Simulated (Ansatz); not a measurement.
**W: biaxial strain −0.42 %, plane normal [111], relaxed out of plane**

Start from W in the bcc (W type) structure (space group Im-3m, No. 229; a = 3.154 Å; relaxed with 0.1 eV smearing). Axes: x, y, z lie along the cube axes.

Perturbation: biaxial strain −0.42 %, plane normal [111], relaxed out of plane (Cartesian); in-plane vectors clamped, the third vector and the atoms free.

Calculations: DFT with PBEsol, PAW potentials and a 420 eV plane-wave cutoff in Ansatz (a program for electronic structure), no spin-orbit coupling. Settings: 29×29×29 k-points, 0.1 eV Fermi–Dirac smearing.

The volume per atom drops by 0.07 Å³ to 15.62 Å³ and the space group becomes R-3m (No. 166) (base: Im-3m (No. 229)). The shortest interatomic distance falls by 0.009 Å to 2.723 Å and the energy goes up by 1.0 meV/atom. The pressure (mean of the normal stresses, compression positive) goes from zero to 1.6 GPa and the band gap is still zero. The out-of-plane strain is +0.37 % and the mean in-plane stress (compression positive) is +2.3 GPa.

Final structure (turned so that z lies along the plane normal):

```yaml
crystal:
  lattice:
    - [4.44200, 0.00000, 0.00000]
    - [2.22100, 3.84689, 0.00000]
    - [2.22100, -1.28230, 0.91391]
  atoms:
    - { symbol: W, position: [0.00000, 0.00000, 0.00000] }
```

No phonon test of stability was made. The final runs are not spin-polarised.
